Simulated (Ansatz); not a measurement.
Data:

```
SiC
1.0
    3.03806     0.00000     0.00000
    1.51903     2.63104     0.00000
    0.00000     0.00000     5.02231
Si C
2 2
Direct
  0.33333   0.33333   0.00002
  0.66667   0.66667   0.50002
  0.33333   0.33333   0.37498
  0.66667   0.66667   0.87498
```

No spin polarisation.

All numbers come from Ansatz (an electronic-structure program) LDA, no SOC. Settings: 12×12×7 k-points, 0.05 eV Fermi–Dirac smearing.

### Question
Estimate the valence-band top at Γ (three highest levels, from the VBM).

### Answer
0.00, 0.00, -0.19 eV.

### Question
What band gap does the calculation give?

### Answer
2.05 eV.

### Question
Predict the width of the top valence band.

### Answer
4.00 eV.

### Question
What gap character does the calculation give?

### Answer
Indirect, Γ → K.

The cells carry an imposed strain or load. Whether these cells are dynamically stable was not tested. The cell was made from SiC in the wurtzite structure (space group P6_3mc, No. 186) by this change: biaxial strain −0.60 %, plane normal [001], relaxed out of plane.
